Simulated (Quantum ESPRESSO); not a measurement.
A self-consistent single point of Ta2O5 (C2, 7 atoms in the cell) with Quantum ESPRESSO.

Method of the run: PBEsol+U, GBRV 1.5 ultrasoft (PBESOL) pseudopotentials (plane waves; Quantum ESPRESSO).

```
Ta2O5
1.0
    3.06949    -2.60454     0.00000
    3.06949     2.60454     0.00000
   -2.80466     0.00000     5.10780
Ta O
2 5
Cartesian
  0.34828  -0.18617   1.50461
  2.98605  -0.18617   3.60320
  0.78776  -1.08792   3.29693
  2.54657  -1.08792   1.81087
 -1.63138  -0.32307   4.90758
  4.96571  -0.32307   0.20023
  1.66716   1.15756   2.55390
```

Reference input (self-consistent single point, DFT, PBEsol, plane waves, GBRV 1.5 ultrasoft (PBESOL) pseudopotentials): ecutwfc = 40 Ry; ecutrho = 320 Ry; occupations = fixed; potentials = {Ta: ta_pbesol_v1.uspp.F.UPF, O: o_pbesol_v1.2.uspp.F.UPF}; K_POINTS = automatic 5 5 4 0 0 0; nbnd = 34; conv_thr = 1e-10 Ry; mixing_beta = 0.7. This run's input differs from it in these lines:

```diff
@@ -38,2 +38,4 @@
   -2.8046620000     0.0000000000     5.1078040000
+HUBBARD {ortho-atomic}
+U Ta-5d 8
```

Log, with long lists cut:

```
     Self-consistent Calculation

     iteration #  1     ecut=    40.00 Ry     beta= 0.70

     =================== HUBBARD OCCUPATIONS ===================
     ------------------------ ATOM    1 ------------------------
     Tr[ns(  1)] =   1.49280
     eigenvalues:
       0.106  0.121  0.151  0.180  0.189
     ------------------------ ATOM    2 ------------------------
     Tr[ns(  2)] =   1.49280
     eigenvalues:
       0.106  0.121  0.151  0.180  0.189

     Number of occupied Hubbard levels =    2.9856

     negative rho (up, down):  1.949E-01 0.000E+00

     total energy              =    -442.24481961 Ry
   [... lines left out ...]
     estimated scf accuracy    <      12.19376891 Ry

     iteration #  3     ecut=    40.00 Ry     beta= 0.70

     negative rho (up, down):  1.971E-01 0.000E+00

     total energy              =    -444.00011412 Ry
     estimated scf accuracy    <       0.18009586 Ry

   [... 10 blocks of this kind left out ...]

     iteration # 14     ecut=    40.00 Ry     beta= 0.70

     negative rho (up, down):  1.995E-01 0.000E+00

     total energy              =    -444.03107967 Ry
     estimated scf accuracy    <          8.9E-10 Ry

     iteration # 15     ecut=    40.00 Ry     beta= 0.70

     negative rho (up, down):  1.995E-01 0.000E+00
     End of self-consistent calculation

     =================== HUBBARD OCCUPATIONS ===================
     ------------------------ ATOM    1 ------------------------
     Tr[ns(  1)] =   2.57520
     eigenvalues:
       0.184  0.213  0.269  0.300  0.322
     ------------------------ ATOM    2 ------------------------
     Tr[ns(  2)] =   2.57520
     eigenvalues:
       0.184  0.213  0.269  0.300  0.322

     Number of occupied Hubbard levels =    5.1504

     highest occupied, lowest unoccupied level (ev):    10.4005   13.7776

!    total energy              =    -444.03107967 Ry
     estimated scf accuracy    <          2.2E-11 Ry

     Hubbard energy            =       1.10840346 Ry

     convergence has been achieved in  15 iterations

     negative rho (up, down):  1.995E-01 0.000E+00

   [... lines left out ...]
     Total force =     0.024465     Total SCF correction =     0.000005
   [... lines left out ...]

     negative rho (up, down):  1.995E-01 0.000E+00
          total   stress  (Ry/bohr**3)                   (kbar)     P=      -14.91
  -0.00016246   0.00000000  -0.00006661          -23.90        0.00       -9.80
   0.00000000  -0.00016229   0.00000000            0.00      -23.87        0.00
  -0.00006661   0.00000000   0.00002060           -9.80        0.00        3.03

   JOB DONE.
```

The run converged in 15 iterations. Against the reference run the pressure goes from -7.36 to -1.49 GPa, the largest force goes from 0.187 to 0.323 eV/Å and the gap on the mesh goes from 2.533 to 3.377 eV.

The starting cell comes from a database of computed structures (which also holds hypothetical and non-ambient phases and stackings), without a prior relaxation at this level. Spin-orbit coupling is off. Spin polarisation is off. The U value is a test value, and with U on an open shell several self-consistent states can exist.

Cost on one core of a shared machine: roughly 3 min.
